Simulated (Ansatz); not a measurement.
## Armchair MoS2 nanoribbon, N = 12, bare edges

Levels: PBE (plane waves to 420 eV, PAW; Ansatz, an electronic-structure program); PBE with spin-orbit coupling run with Ansatz; r2SCAN (plane waves to 500 eV, PAW; Ansatz). Unmarked values and the geometry are of the first. Mesh 1×1×6. No spin polarisation, so a magnetic state wasn't tested. Isolated but for its images some 11 Å away. An idealised model, cut from the flat sheet. Only distortions within the start's symmetry and period were free. Values not marked SOC lack spin–orbit coupling. Buckling under compression is shut out by symmetry and the short period.

```
Item                                                                           Result
---------------------------------------------------------------  --------------------
period along the axis (36 atoms)                                              5.490 Å
largest distance between nuclei across the axis                               17.95 Å
edge energy against the flat MoS2 sheet, per length of one edge           +0.716 eV/Å
PBE gap                                                          0.55 eV, direct at Γ
electron mass along the axis (PBE)                                             1.2 mₑ
hole mass along the axis (PBE)                                                 1.5 mₑ
PBE+SOC gap at this geometry                                                  0.54 eV
r2SCAN gap at this geometry                                                   0.72 eV
axial stiffness dF/dε                                                          200 nN
```

```
CELL_PARAMETERS angstrom
     28.50000     0.00000     0.00000
      0.00000    14.50000     0.00000
      0.00000     0.00000     5.48975
ATOMIC_POSITIONS crystal
  S  0.18983 0.39275 0.65769
  Mo 0.19903 0.50000 0.35597
  S  0.18983 0.60725 0.65769
  S  0.24896 0.38983 0.16180
  Mo 0.24550 0.50000 0.84200
  S  0.24896 0.61017 0.16180
  S  0.30302 0.39436 0.66752
  Mo 0.30423 0.50000 0.32745
  S  0.30302 0.60564 0.66752
  S  0.36045 0.39206 0.16650
  Mo 0.36027 0.50000 0.83321
  S  0.36045 0.60794 0.16650
  S  0.41596 0.39187 0.66697
  Mo 0.41616 0.50000 0.33384
  S  0.41596 0.60813 0.66697
  S  0.47211 0.39218 0.16684
  Mo 0.47191 0.50000 0.83286
  S  0.47211 0.60782 0.16684
  S  0.52789 0.39218 0.66684
  Mo 0.52809 0.50000 0.33286
  S  0.52789 0.60782 0.66684
  S  0.58404 0.39187 0.16697
  Mo 0.58384 0.50000 0.83384
  S  0.58404 0.60813 0.16697
  S  0.63955 0.39206 0.66650
  Mo 0.63973 0.50000 0.33321
  S  0.63955 0.60794 0.66650
  S  0.69698 0.39436 0.16752
  Mo 0.69577 0.50000 0.82745
  S  0.69698 0.60564 0.16752
  S  0.75104 0.38983 0.66180
  Mo 0.75450 0.50000 0.34200
  S  0.75104 0.61017 0.66180
  S  0.81017 0.39275 0.15769
  Mo 0.80097 0.50000 0.85597
  S  0.81017 0.60725 0.15769
```
